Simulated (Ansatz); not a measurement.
Here is the system:

End structure of a constructed model of the (111) surface of fcc Ag, a pseudomorphic layer of Zr in the other hollow (bottom of the slab: a bare face, its two planes held):

```
CELL_PARAMETERS angstrom
      2.93338     0.00000     0.00000
     -1.46669     2.54038     0.00000
      0.00000     0.00000    31.00000
ATOMIC_POSITIONS crystal
  Ag 0.33333 0.66667 0.26079
  Ag 0.66667 0.33333 0.33805
  Ag 0.00000 0.00000 0.41511
  Ag 0.33333 0.66667 0.49238
  Ag 0.66667 0.33333 0.57007
  Ag 0.00000 0.00000 0.64848
  Zr 0.66667 0.33333 0.73119
```

Slab: 7 atoms, 14.8 Å thick at the start with caps and adatoms; k 15x15x1, smearing 0.1 eV, dipole-corrected; 2 atoms held, the rest relaxed; symmetry of the start imposed; no spin, no spin-orbit, no U. In PBE it is, or lies within 0.01 eV a 1x1 cell of, the lowest of the 2 structures of its composition computed so far; subsurface sites and larger cells were not tried.

### Question
What is the computed work function of the top face (Ansatz (a quantum-chemistry and plane-wave program) with PBE)?

### Answer
4.35 eV
